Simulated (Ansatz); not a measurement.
The starting structures come from a database of crystals and need not be the phases stable at ambient conditions.

# Evanescent states of Ba3Nb2ZnO9 (P-3m1, not sure to be the ambient phase, 15 atoms a cell, 14.4 Å³ an atom, -7 GPa at this level) along the normal of (111)

These are r2SCAN (plane waves, PAW; Ansatz, an electronic-structure program) values and carry that method's errors.

The gap is the functional's own. No spin-orbit coupling. Mid-gap values are interpolated on the energy grid.

Energies count from the valence-band top; κ is the least over a 4×4 mesh across the current.

```tsv
E (eV)	κ (1/Å)	where
0.08	0.131	off Γ
0.24	0.196	off Γ
0.40	0.231	off Γ
0.56	0.259	off Γ
0.72	0.281	off Γ
0.88	0.299	off Γ
1.04	0.314	off Γ
1.20	0.326	off Γ
1.36	0.335	off Γ
1.52	0.342	off Γ
1.68	0.345	off Γ
1.84	0.346	off Γ
2.00	0.344	off Γ
2.16	0.335	Γ
2.32	0.321	Γ
2.48	0.304	Γ
2.64	0.281	Γ
2.80	0.250	Γ
2.96	0.205	Γ
3.12	0.126	Γ
```

Problem. How thick must the barrier be to attenuate the transmission by 10^6 when the electrodes' Fermi level lies at 0.72 eV, and what attenuation does that film give at 3.12 eV?

Solution. d = 6 ln 10 / (2 × 0.281) = 24.6 Å. At 3.12 eV it gives 6 × 0.126/0.281 = 2.7 decades.
